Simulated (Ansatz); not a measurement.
Start from SrTiO3 in the cubic perovskite structure (space group Pm-3m, No. 221).

```yaml
crystal:
  lattice:
    - [3.85418, 0.00000, 0.00000]
    - [0.00000, 3.85418, 0.00000]
    - [0.00000, 0.00000, 3.85418]
  atoms:
    - { symbol: Sr, position: [0.00000, 0.00000, 0.00000] }
    - { symbol: Ti, position: [0.50000, 0.50000, 0.50000] }
    - { symbol: O, position: [0.50000, 0.00000, 0.50000] }
    - { symbol: O, position: [0.00000, 0.50000, 0.50000] }
    - { symbol: O, position: [0.50000, 0.50000, 0.00000] }
```

Cartesian axes are those of the cell as printed.

Method: Ansatz (a program for electronic structure) LDA, without spin-orbit coupling.

Strains are applied to the cell and any free atomic positions relax; under biaxial strain the out-of-plane vector relaxes too.

One change was made to it. Results:

The energy increases by 16 meV/atom; the shortest interatomic distance shrinks by 0.025 Å to 1.902 Å; the band gap shrinks by 0.12 eV, from 1.85 eV to 1.73 eV.

Q: Which of these changes matches the shifts?
A) biaxial strain +0.60 %, plane normal [001], relaxed out of plane
B) biaxial strain +2.40 %, plane normal [001], relaxed out of plane
C) biaxial strain +1.80 %, plane normal [001], relaxed out of plane
D) biaxial strain +3.00 %, plane normal [001], relaxed out of plane

A: B, biaxial strain +2.40 %, plane normal [001], relaxed out of plane. For comparison, the energy relative to the base in the other runs: biaxial strain +1.80 %, plane normal [001], relaxed out of plane gives +9.4 meV/atom; biaxial strain +3.00 %, plane normal [001], relaxed out of plane gives +25 meV/atom; biaxial strain +0.60 %, plane normal [001], relaxed out of plane gives +1.0 meV/atom.

Stability against distortions was not tested. The final runs are not spin-polarised. Many cubic perovskites are stable only at high temperature; tilts and polar distortions were not tested.
